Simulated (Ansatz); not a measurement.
Reference: CsH (Pm-3m), PBEsol, rigid bands (plane waves, PAW, scalar-relativistic; Ansatz, a first-principles code); axes and stresses refer to this cell.

```yaml
crystal:
  lattice:
    - [3.72468, 0.00000, 0.00000]
    - [0.00000, 3.72468, 0.00000]
    - [0.00000, 0.00000, 3.72468]
  atoms:
    - { symbol: Cs, position: [0.00000, 0.00000, 0.00000] }
    - { symbol: H, position: [0.50000, 0.50000, 0.50000] }
```

- hole conductivity mass: 0.45 mₑ
- electron conductivity mass: 0.55 mₑ
- Seebeck coefficient, p-type 1e19 cm⁻³: 205 μV/K

Question: Change: spin-orbit coupling switched on. What happens to hole conductivity mass, electron conductivity mass, Seebeck coefficient, p-type 1e19 cm⁻³?

Answer: hole conductivity mass moves little, to 0.45 mₑ; electron conductivity mass goes up to 0.60 mₑ; Seebeck coefficient, p-type 1e19 cm⁻³ moves little, to 208 μV/K.

Masses are for dilute carriers at 300 K, harmonic means over directions unless an axis is named. Seebeck coefficients are for the stated density at 300 K, with one relaxation time for all states and whether or not that doping can be reached. Spin-orbit coupling is left out unless a row names it. 

Computed structure with no diffraction record at hand here (it may be known, metastable or hypothetical): CsH (Pm-3m).
